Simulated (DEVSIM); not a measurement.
Structure: illuminated Si n-on-p cell, one wavelength, at 250 K.

Layer 1 from the left is Si, thickness (μm) 0.140, Nd (cm⁻³) 9.5e18, τn (s) 3.3e-5, τp (s) 0.0003, absorption coefficient (cm⁻¹) 1500. Layer 2 from the left is Si, thickness (μm) 200, Na (cm⁻³) 6.3e15, τn (s) 0.00042, τp (s) 0.00042, absorption coefficient (cm⁻¹) 1500.

Left contact: ohmic, minority hole recombination velocity 600 cm/s. Right contact: ohmic, minority electron recombination velocity 1e5 cm/s. Voltage is applied to the left contact. Recombination: SRH at mid-gap, radiative, Auger. Light enters at the left, 4.4e17 photons cm⁻² s⁻¹, one pass, no reflection. Mobility is constant in doping.

The device is made up for the run: typed textbook-type constants, with dimensions and the other settings drawn at random. Values at 300 K; Nc and Nv go as T^1.5, mobilities as T to minus their exponent, the gap by Varshni's rule with the affinity fixed.

Si: gap (eV) 1.124, affinity (eV) 4.05, permittivity 11.7, Nc (cm⁻³) 2.86e19, Nv (cm⁻³) 3.1e19, μn (cm²/Vs) 1417, μp (cm²/Vs) 470, T exponent of μn 2.3, T exponent of μp 2.2, B (cm³/s) 4.7e-15, Cn (cm⁶/s) 2.8e-31, Cp (cm⁶/s) 9.9e-32, Varshni α (eV/K) 0.000473, Varshni β (K) 636.

Model (solved in DEVSIM): 1D drift-diffusion, Boltzmann statistics, complete ionisation; no tunnelling, impact ionisation, image-force lowering or self-heating.

Dark forward current:

```csv
|V| (V),|J| (A/cm²)
0.05,1.001e-13
0.20,8.691e-12
0.25,5.669e-11
0.30,4.701e-10
0.35,4.426e-9
0.40,4.386e-8
0.45,4.425e-7
0.50,4.492e-6
0.55,4.569e-5
0.60,0.0004651
0.65,0.004731
0.70,0.04771
0.75,0.4482
0.80,3.177
0.85,15.44
0.90,58.27
0.95,175.0
1.00,383.1
1.05,657.9
1.10,983.3
1.15,1351
1.20,1754
1.25,2189
```

Q: Work out the local ideality factor n = ΔV / (kT/q · ln(J2/J1)) between the rows 0.20 and 0.25 V, 0.55 and 0.60 V, 1.20 and 1.25 V.

A: kT/q = 21.54 mV. From 0.20 to 0.25 V: ln(5.669e-11/8.691e-12) = 1.875, n = 1.24. From 0.55 to 0.60 V: ln(0.0004651/4.569e-5) = 2.320, n = 1.00, near the 1 of diffusion or emission over a barrier. From 1.20 to 1.25 V: ln(2189/1754) = 0.222, n = 10.48.

Q: What current could the absorbed light give at most, and what share is collected?

A: Σ αd = 30.0, so qΦ(1 − exp(−Σ αd)) = 70.5 mA/cm². The simulated short-circuit current is 68.47 mA/cm², a share of 0.97.

Q: Estimate the open-circuit voltage by superposition: the voltage at which the dark current equals that short-circuit current.

A: Interpolating ln J in the table gives 0.708 V. The simulation gives 0.707 V, the same within the digits that matter. Superposition holds where collection doesn't change with voltage.

Q: Estimate the fill factor from FF0 = (v − ln(v + 0.72))/(v + 1), v = qVoc/(nkT), with n from the dark curve.

A: The rows about Voc, 0.70 and 0.75 V, give n = 1.04, so v = 31.7 and FF0 = 0.863. The simulation gives 0.867, the same within the digits that matter.
